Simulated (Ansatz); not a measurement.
We consider C (Fmmm, No. 69, 4 atoms in the cell; start mp-937760; another form than the element's usual one), described by r²SCAN (Ansatz, a quantum-chemistry and plane-wave program, plane waves, PAW).

Run with plane-wave cutoff 560 eV, 24×24×8 k mesh (along the axes of the cell as run), Fermi–Dirac smearing 0.05 eV, scalar-relativistic PAW data made under PBE.

Cell (relaxed with PBE-D3(BJ)):

```cif
data_C4
_chemical_formula_sum 'C4'
_space_group_name_H-M_alt 'P 1'
_space_group_IT_number 1
_cell_length_a 2.46463
_cell_length_b 2.46463
_cell_length_c 6.80293
_cell_angle_alpha 90.000
_cell_angle_beta 90.000
_cell_angle_gamma 119.976
loop_
_space_group_symop_operation_xyz
  'x, y, z'
loop_
_atom_site_label
_atom_site_type_symbol
_atom_site_fract_x
_atom_site_fract_y
_atom_site_fract_z
_atom_site_occupancy
C1 C 0.58331 0.41669 0.74997 1
C2 C 0.41669 0.58331 0.25003 1
C3 C 0.91669 0.08331 0.74997 1
C4 C 0.08331 0.91669 0.25003 1
```

**Question.** Predict the band gap and Γ–Γ gap.

**Answer.** 
* **band gap**: 0.01 eV (under three smearing widths, so not firm)
* **Γ–Γ gap**: 7.56 eV

Note: cell and atoms aren't relaxed at this level (pressure -2.8 GPa).

Static lattice: no zero-point or thermal effects.

A start named mp-… is a Materials Project structure, which need not be a measured phase.
